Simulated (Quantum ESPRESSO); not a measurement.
A self-consistent single point of CuAu (P4/mmm, 2 atoms in the cell) with Quantum ESPRESSO.

Computed with PBE, SSSP 1.1.2 precision (PBE) pseudopotentials (plane waves; Quantum ESPRESSO).

```xyz
2
Lattice="2.8507 0.0000 0.0000 0.0000 2.8507 0.0000 0.0000 0.0000 3.5816" Properties=species:S:1:pos:R:3 pbc="T T T"
Cu     1.4253     1.4253     1.7908
Au     0.0000     0.0000     0.0000
```

Reference input (self-consistent single point, DFT, PBE, plane waves, SSSP 1.1.2 precision (PBE) pseudopotentials): ecutwfc = 75 Ry; occupations = smearing; smearing = gaussian; degauss = 0.0073499 Ry; potentials = {Cu: Cu_ONCV_PBE-1.0.oncvpsp.upf, Au: Au_ONCV_PBE-1.0.oncvpsp.upf}; K_POINTS = automatic 9 9 8 0 0 0; conv_thr = 1e-10 Ry; mixing_beta = 0.7. This run's input differs from it in these lines:

```diff
@@ -12,3 +12,3 @@
  ntyp = 2,
- ecutwfc = 75,
+ ecutwfc = 150,
  occupations = 'smearing',
```

Output (repeated stretches shortened):

```
     Self-consistent Calculation

     iteration #  1     ecut=   150.00 Ry     beta= 0.70

     Threshold (ethr) on eigenvalues was too large:
     Diagonalizing with lowered threshold

     total energy              =    -639.74591767 Ry
     estimated scf accuracy    <       0.15278972 Ry

     iteration #  2     ecut=   150.00 Ry     beta= 0.70

     total energy              =    -639.61427978 Ry
     estimated scf accuracy    <       1.45010117 Ry

     iteration #  3     ecut=   150.00 Ry     beta= 0.70

     total energy              =    -639.84059340 Ry
     estimated scf accuracy    <       0.00905565 Ry

   [... 6 blocks of this kind left out ...]

     iteration # 10     ecut=   150.00 Ry     beta= 0.70

     total energy              =    -639.84170229 Ry
     estimated scf accuracy    <          3.0E-10 Ry

     iteration # 11     ecut=   150.00 Ry     beta= 0.70
     End of self-consistent calculation

     the Fermi energy is    19.4062 ev

!    total energy              =    -639.84170229 Ry
     estimated scf accuracy    <          1.6E-12 Ry
     smearing contrib. (-TS)   =      -0.00021027 Ry
     internal energy E=F+TS    =    -639.84149202 Ry

     convergence has been achieved in  11 iterations

     Forces acting on atoms (cartesian axes, Ry/au):

     atom    1 type  1   force =     0.00000000    0.00000000    0.00000000
     atom    2 type  2   force =     0.00000000    0.00000000    0.00000000

     Total force =     0.000000     Total SCF correction =     0.000000

          total   stress  (Ry/bohr**3)                   (kbar)     P=       39.89
   0.00022258   0.00000000   0.00000000           32.74        0.00        0.00
   0.00000000   0.00022258   0.00000000            0.00       32.74        0.00
   0.00000000   0.00000000   0.00036835            0.00        0.00       54.19

   JOB DONE.
```

The run converged in 11 iterations. Against the reference run the free energy drops by 9.4 meV/atom and the pressure goes from 2.78 to 3.99 GPa.

The starting cell comes from a database of computed structures (which also holds hypothetical and non-ambient phases and stackings), without a prior relaxation at this level. Spin polarisation is off.

Cost on one core of a shared machine: roughly 2 min.
